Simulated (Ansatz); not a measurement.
Take CdO in the rock salt structure (space group Fm-3m, No. 225) as the base.

```xyz
2
Lattice="0.0000 2.3842 2.3842 2.3842 0.0000 2.3842 2.3842 2.3842 0.0000" Properties=species:S:1:pos:R:3 pbc="T T T"
O      0.0000     0.0000     0.0000
Cd     2.3842     2.3842     2.3842
```

Level of theory: PBE/PAW in Ansatz (an electronic-structure program), scalar-relativistic without spin-orbit coupling, earlier PAW set.

Before the change:

| Item | Result |
|---|---|
| Pressure | 0.0 GPa |
| Band gap | zero |

It is then changed as follows: every lattice vector is stretched by 0.98 %; the atoms relax in the strained cell.

What happens to the energy relative to the base?

The energy goes up by 4.4 meV/atom.

What does the calculation give for the pressure after the change?

The pressure goes from zero to -3.4 GPa.

What does the calculation give for the band gap after the change?

The band gap remains zero.

A case with no gap was solved on a k-mesh chosen for an insulator, which is coarse for it. Whether these cells are dynamically stable was not tested. The final runs are not spin-polarised. A zero or small gap of CdO can be the functional's error rather than a property of the material.
